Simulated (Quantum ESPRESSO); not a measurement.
A self-consistent single point of Cs (Im-3m, 1 atom in the cell) with Quantum ESPRESSO.

Method of the run: LDA (PZ), PSlibrary ultrasoft (LDA) pseudopotentials (plane waves; Quantum ESPRESSO).

```xyz
1
Lattice="3.1597 3.1597 3.1597 -3.1597 3.1597 3.1597 -3.1597 -3.1597 3.1597" Properties=species:S:1:pos:R:3 pbc="T T T"
Cs     0.0000     0.0000     0.0000
```

Reference input (self-consistent single point, DFT, PBE, plane waves, PSlibrary ultrasoft (PBE) pseudopotentials): ecutwfc = 40 Ry; ecutrho = 280 Ry; occupations = smearing; smearing = fd; degauss = 0.0036749 Ry; potentials = {Cs: Cs.pbe-spn-rrkjus_psl.1.0.0.UPF}; K_POINTS = automatic 6 6 6 0 0 0; conv_thr = 1e-09 Ry; mixing_beta = 0.7. This run's input differs from it in these lines:

```diff
@@ -24,3 +24,3 @@
 ATOMIC_SPECIES
-Cs   132.9055  Cs.pbe-spn-rrkjus_psl.1.0.0.UPF
+Cs   132.9055  Cs.pz-spn-rrkjus_psl.1.0.0.UPF
 ATOMIC_POSITIONS alat
```

Output, abridged:

```
     Self-consistent Calculation

     iteration #  1     ecut=    40.00 Ry     beta= 0.70

     Threshold (ethr) on eigenvalues was too large:
     Diagonalizing with lowered threshold

     c_bands:  1 eigenvalues not converged
     c_bands:  1 eigenvalues not converged
     c_bands:  2 eigenvalues not converged
     c_bands:  1 eigenvalues not converged
     c_bands:  3 eigenvalues not converged
     c_bands:  1 eigenvalues not converged
     c_bands:  5 eigenvalues not converged
     c_bands:  1 eigenvalues not converged
     c_bands:  5 eigenvalues not converged

     total energy              =     -54.20111883 Ry
   [... lines left out ...]
     c_bands:  1 eigenvalues not converged
     c_bands:  3 eigenvalues not converged

     total energy              =     -54.20134946 Ry
     estimated scf accuracy    <       0.00000478 Ry

     iteration #  4     ecut=    40.00 Ry     beta= 0.70
     c_bands:  1 eigenvalues not converged

     total energy              =     -54.20135060 Ry
     estimated scf accuracy    <       0.00000008 Ry

     iteration #  5     ecut=    40.00 Ry     beta= 0.70

     total energy              =     -54.20135087 Ry
     estimated scf accuracy    <          1.0E-09 Ry

     iteration #  6     ecut=    40.00 Ry     beta= 0.70
     End of self-consistent calculation

     the Fermi energy is     1.6377 ev

!    total energy              =     -54.20135087 Ry
     estimated scf accuracy    <          1.6E-10 Ry
     smearing contrib. (-TS)   =      -0.00132687 Ry
     internal energy E=F+TS    =     -54.20002400 Ry

     convergence has been achieved in   6 iterations

     Forces acting on atoms (cartesian axes, Ry/au):

     atom    1 type  1   force =     0.00000000    0.00000000    0.00000000

     Total force =     0.000000     Total SCF correction =     0.000000

          total   stress  (Ry/bohr**3)                   (kbar)     P=       -4.33
  -0.00002940   0.00000000   0.00000000           -4.33        0.00        0.00
   0.00000000  -0.00002940   0.00000000            0.00       -4.33        0.00
   0.00000000   0.00000000  -0.00002940            0.00        0.00       -4.33

   JOB DONE.
```

The run converged in 6 iterations. Against the reference run the pressure goes from -0.13 to -0.43 GPa. The full log also holds: “c_bands:  3 eigenvalues not converged”.

The starting cell comes from a database of computed structures (which also holds hypothetical and non-ambient phases and stackings), without a prior relaxation at this level. Its lattice was rescaled by a random factor within 2.5 % of one.

Cost on one core of a shared machine: roughly 40 s.
